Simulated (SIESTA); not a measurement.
```
CELL_PARAMETERS angstrom
      1.39118    -2.40959     0.00000
      1.39118     2.40959     0.00000
      0.00000     0.00000     4.49613
ATOMIC_POSITIONS crystal
  Re 0.33333 0.66667 0.25000
  Re 0.66667 0.33333 0.75000
```

Computed with SIESTA with GGA PBE, numerical atomic orbitals DZP, PseudoDojo PBE standard norm-conserving potentials (rewritten from UPF to PSML).

The set-up and first iterations of a SIESTA log for Re (P6_3/mmc, 2 atoms in the cell):

```
reinit: Reading from file input.fdf

reinit: System Name: Re
reinit: System Label: siesta

coor:   Atomic-coordinates input format  =     Cartesian coordinates
coor:                                          (in Angstroms)

siesta: Atomic coordinates (Bohr) and species
siesta:      2.62895   1.51782   2.12411  1        1
siesta:      2.62895  -1.51782   6.37234  1        2

siesta: System type = bulk

initatomlists: Number of atoms, orbitals, and projectors:      2    38    64

siesta: ******************** Simulation parameters ****************************
redata: Spin configuration                          = none
redata: Time-Reversal Symmetry                      = T
redata: Number of Atomic Species                    =        1
redata: Mesh Cutoff                                 =   400.0000 Ry
redata: Net charge of the system                    =     0.0000 |e|
redata: Min. number of SCF Iter                     =        0
   [... lines left out ...]
diag: Parallel block-size                           = 39
diag: Parallel distribution                         =     1 x     1
diag: Used triangular part                          = Lower
diag: Absolute tolerance                            =  0.100E-15
diag: Orthogonalization factor                      =  0.100E-05
diag: Memory factor                                 =  1.0000

                        Single-point calculation

outcell: Unit cell vectors (Ang):
        1.391178   -2.409591    0.000000
        1.391178    2.409591    0.000000
        0.000000    0.000000    4.496126

outcell: Cell vector modules (Ang)   :    2.782356    2.782356    4.496126
outcell: Cell angles (23,13,12) (deg):     90.0000     90.0000    120.0000
outcell: Cell volume (Ang**3)        :     30.1436
Gamma-point calculation with interaction between periodic images
Gamma-point calculation with interaction between periodic images
Some features might not work optimally:
Some features might not work optimally:
e.g. DM initialization from atomic data
e.g. DM initialization from atomic data
new_DM -- step:     1
Initializing Density Matrix...

Attempting to read DM from file... Failed...
DM filled with atomic data:

InitMesh: MESH = 30 x 30 x 60 = 54000
InitMesh: Mesh cutoff (required, used) =   400.000   428.408 Ry

stepf: Methfessel-Paxton step function
       Using Hermite-Gauss polynomials of order  0
        iscf     Eharris(eV)        E_KS(eV)     FreeEng(eV)     dDmax    Ef(eV) dHmax(eV)
   scf:    1    -4689.038575    -4715.457084    -4715.569976  2.001599 -2.848069  4.473665
   scf:    2    -4716.404628    -4715.951539    -4716.072415  0.295358 -3.155887  2.807776
   scf:    3    -4711.223292    -4715.228771    -4715.260303  2.244750 -3.818720  3.644068
   scf:    4    -4716.744748    -4716.095931    -4716.293861  0.430516 -3.611229  1.963761
   scf:    5    -4716.419178    -4716.526774    -4716.791482  0.978744 -3.461379  0.286018
```

### Question
Will this run converge, and how will it end?

### Answer
The run ended unconverged after 150 iterations. It gives no final result for the task that was set. The log goes on:

```
   [... 141 lines left out ...]
   scf:  147    -4716.536178    -4716.536174    -4716.803216  0.001063 -3.546819  0.008993
   scf:  148    -4716.536215    -4716.536202    -4716.803220  0.001289 -3.546797  0.005880
   scf:  149    -4716.536108    -4716.536157    -4716.803222  0.001224 -3.546840  0.002125
   scf:  150    -4716.536250    -4716.536205    -4716.803222  0.000939 -3.546796  0.001120
SCF_NOT_CONV: SCF did not converge in maximum number of steps (required).
SCF_NOT_CONV: SCF did not converge in maximum number of steps (required).
Geom step, scf iteration, dDmax, dHmax:    0   150      0.000939     0.000082
Geom step, scf iteration, dDmax, dHmax:    0   150      0.000939     0.000082

ABNORMAL_TERMINATION
ABNORMAL_TERMINATION
Stopping Program from Node:    0
Stopping Program from Node:    0
```

The starting cell has typed, rounded lattice constants, without a prior relaxation at this level. Its lattice was rescaled by a random factor within 2.5 % of one. Values carry the incompleteness of an atom-centred basis.

The run was DFT, GGA PBE, numerical atomic orbitals DZP, PseudoDojo PBE standard norm-conserving potentials (rewritten from UPF to PSML). Main settings of its input:

- XC.functional = GGA
- XC.authors = PBE
- potentials = PseudoDojo PBE standard
- PAO.BasisSize = DZP
- PAO.EnergyShift = 0.005 Ry
- MeshCutoff = 400 Ry
- kgrid.MonkhorstPack = 1 1 1
- OccupationFunction = MP
- OccupationMPOrder = 0
- ElectronicTemperature = 0.1 eV
- MaxSCFIterations = 150
- SCF.Mixer.Method = Broyden
